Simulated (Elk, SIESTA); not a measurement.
An Elk input for a self-consistent single point of Mn3Si (Fm-3m, 4 atoms in the cell) (DFT, PBEsol, all-electron FP-LAPW, Elk's shipped species files, APW+lo basis with extra local orbitals):

```
tasks
  0

xctype
  22

spinpol
  .true.

reducebf
  0.5

rgkmax
  8.0

gmaxvr
  14.0

nxlo
  2

lorbcnd
  .true.

lmaxi
  3

nempty
  8

stype
  3

swidth
  0.00367493

avec
    0.0000000000    5.3326559456    5.3326559456
    5.3326559456    0.0000000000    5.3326559456
    5.3326559456    5.3326559456    0.0000000000

sppath
  'species/'

atoms
  2   : nspecies
  'Mn.in'   : spfname
  3   : natoms; atposl, bfcmt below
  0.2500000000  0.2500000000  0.2500000000    0.0 0.0 -4.0
  0.7500000000  0.7500000000  0.7500000000    0.0 0.0 -4.0
  0.5000000000  0.5000000000  0.5000000000    0.0 0.0 -4.0
  'Si.in'   : spfname
  1   : natoms; atposl, bfcmt below
  0.0000000000  0.0000000000  0.0000000000    0.0 0.0 0.0

ngridk
  7 7 7
```

Question: Write the same calculation as an input for SIESTA.

Answer: This is the input that was run; spellings and numerical settings could be chosen otherwise.

```
# files in the folder: Mn.psml Si.psml (PseudoDojo PBEsol standard)
SystemName  Mn3Si
SystemLabel siesta

NumberOfAtoms                4
NumberOfSpecies              2
%block ChemicalSpeciesLabel
  1 25 Mn
  2 14 Si
%endblock ChemicalSpeciesLabel
LatticeConstant              1.0 Bohr
%block LatticeVectors
     0.000000000    5.332655946    5.332655946
     5.332655946    0.000000000    5.332655946
     5.332655946    5.332655946    0.000000000
%endblock LatticeVectors
AtomicCoordinatesFormat      Ang
%block AtomicCoordinatesAndAtomicSpecies
     1.410960000    1.410960000    1.410960000  1
     4.232880000    4.232880000    4.232880000  1
     2.821920000    2.821920000    2.821920000  1
     0.000000000    0.000000000    0.000000000  2
%endblock AtomicCoordinatesAndAtomicSpecies

XC.functional                GGA
XC.authors                   PBEsol
PAO.BasisSize                DZP
PAO.EnergyShift              0.01 Ry
MeshCutoff                   300 Ry
%block kgrid.MonkhorstPack
    7   0   0  0.0
    0   7   0  0.0
    0   0   7  0.0
%endblock kgrid.MonkhorstPack
OccupationFunction           FD
ElectronicTemperature        1160.45 K
Spin                         polarized
%block DM.InitSpin
  1 +4.00
  2 +4.00
  3 +4.00
  4 +0.00
%endblock DM.InitSpin

MaxSCFIterations             150
SCF.Mixer.Method             Pulay
SCF.Mixer.Weight             0.1
SCF.Mixer.History            6
SCF.DM.Tolerance             1.0E-05
Diag.ParallelOverK           true
WriteForces                  true
Charge.Mulliken              end
```

Basis, cutoffs, solver keys and any potentials are the target program's own. This input uses DFT, GGA PBEsol, numerical atomic orbitals DZP, PseudoDojo PBEsol standard norm-conserving potentials (rewritten from UPF to PSML). Both were run: size of the net moment 0.28 μB/atom in Elk and 0.27 in SIESTA.

On SIESTA: the starting cell comes from a database of computed structures (which also holds hypothetical and non-ambient phases and stackings), without a prior relaxation at this level. The magnetic order is the one reached from the typed start; others were not searched systematically. Values carry the incompleteness of an atom-centred basis. With a pressure of about -11 GPa the cell is away from its equilibrium volume at this level.

On Elk: the starting cell comes from a database of computed structures (which also holds hypothetical and non-ambient phases and stackings), without a prior relaxation at this level. The magnetic order is the one reached from the typed start; others were not searched systematically. Values depend on the basis (sphere radii, cutoffs, local orbitals), which need not be converged.
